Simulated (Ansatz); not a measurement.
The reference is C (space group Im-3m, No. 229; a = 4.362 Å; a hypothetical phase, not in the database extracts checked). Axes: x, y, z lie along the cube axes.

The change: the cell is compressed by 4.36 % along x with no lateral relaxation, atoms relaxed at fixed cell.

Levels (all Ansatz, a first-principles code, PAW): PBEsol (420 eV, no SOC); r2SCAN (500 eV, without spin-orbit coupling).

The geometry is relaxed with PBEsol.

| Item | Result |
|---|---|
| PBEsol lowest conduction level above the VBM at special points | Z₀ 3.38 eV; Z 3.38 eV; M 3.53 eV; Γ 3.96 eV |
| PBEsol smallest direct gap | 2.61 eV |
| PBEsol pressure | 16.48 GPa |

Question: What does r2SCAN give at this geometry for the lowest conduction level above the VBM at special points, smallest direct gap and pressure?

Answer: The lowest conduction level above the VBM at special points goes from Z₀ 3.38 eV; Z 3.38 eV; M 3.53 eV; Γ 3.96 eV to Z₀ 3.49 eV; Z 3.49 eV; M 3.66 eV; Γ 4.28 eV; the smallest direct gap grows by 0.09 eV to 2.70 eV; the pressure goes up by 1.66 GPa to 18.14 GPa.

Single points use the geometry relaxed with PBEsol. Their cutoffs differ, which shifts pressures a little. The cells carry an imposed strain or load. Whether these cells are dynamically stable was not tested. Labels are those of the standard path for the cell's own space group.
